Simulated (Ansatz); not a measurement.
# Hypothetical zinc blende AgF under a change: Ag → Cr

Consider AgF in the zinc blende structure (space group F-43m, No. 216; a = 5.466 Å; a hypothetical phase, not in the database extracts checked).

It is then changed as follows: every Ag is replaced by Cr; the structure is relaxed again.

All numbers come from PBE, PAW, 420 eV (Ansatz, a first-principles code; without spin-orbit coupling). Γ-centred 16×16×16 mesh, Fermi–Dirac width 0.05 eV, for the changed cell.

| quantity | base | changed | shift |
|---|---|---|---|
| volume per atom | 20.42 Å³ | 17.18 Å³ | -3.24 Å³ |
| density | 5.16 g/cm³ | 3.43 g/cm³ | -1.73 g/cm³ |
| lattice parameter a | 5.466 Å | 5.160 Å | -0.306 Å |
| space group | F-43m (No. 216) | F-43m (No. 216) | – |
| shortest interatomic distance | 2.367 Å | 2.234 Å | -0.1325 Å |
| band gap | 0.26 eV | zero | – |
| magnetic state | not spin-polarised | ferromagnetic | – |
| largest site moment | 0.00 μB | 3.66 μB | +3.66 μB |

Stability against distortions was not tested. As relaxed here, CrF is a hypothetical phase, not in the database extracts checked. No Hubbard U is applied and the magnetic state is the run's own (CrF ferromagnetic); small cells can't hold the antiferromagnetic order that many such compounds have, so gaps and moments can be off. The zero or small gap of AgF can change with the level of theory.
